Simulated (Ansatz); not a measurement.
Start from NiO in the rock salt structure (space group Fm-3m, No. 225; a = 4.191 Å; ferromagnetic). Axes: x, y, z lie along the cube axes.

Modification: uniaxial stress, 3 GPa compression along x; all other stress components relax to zero.

The values are results of Ansatz (a first-principles code) r2SCAN, scalar-relativistic without spin-orbit coupling, earlier PAW set, not measurements.

### Question
Give the band edges at the high-symmetry points of the new zone, measured from its valence-band maximum.

### Answer
```json
[
 {"point": "Γ", "valence edge (eV)": "-2.17", "conduction edge (eV)": "0.78"},
 {"point": "X", "valence edge (eV)": "-1.20", "conduction edge (eV)": "1.26"},
 {"point": "P", "valence edge (eV)": "-1.23", "conduction edge (eV)": "1.65"},
 {"point": "N", "valence edge (eV)": "0.00", "conduction edge (eV)": "3.48"},
 {"point": "M", "valence edge (eV)": "-1.21", "conduction edge (eV)": "1.27"},
 {"point": "S", "valence edge (eV)": "-1.07", "conduction edge (eV)": "1.93"},
 {"point": "S₀", "valence edge (eV)": "-1.07", "conduction edge (eV)": "1.93"},
 {"point": "R", "valence edge (eV)": "-1.20", "conduction edge (eV)": "1.69"},
 {"point": "G", "valence edge (eV)": "-1.20", "conduction edge (eV)": "1.69"}
]
```

The gap is 0.78 eV, indirect, N → Γ.

Load acts through the strain it causes; cell and atoms are relaxed under it. Beyond what the load breaks, stability against distortions was not tested. No Hubbard U is applied and the magnetic state is the run's own (NiO ferromagnetic); small cells can't hold the antiferromagnetic order that many such compounds have, so gaps and moments can be off. Where the two band edges lie in opposite spin channels, the gap is a spin-flip gap. In its common phase, real NiO is an antiferromagnetic insulator at low temperature. k-point labels follow each cell's own Brillouin zone.
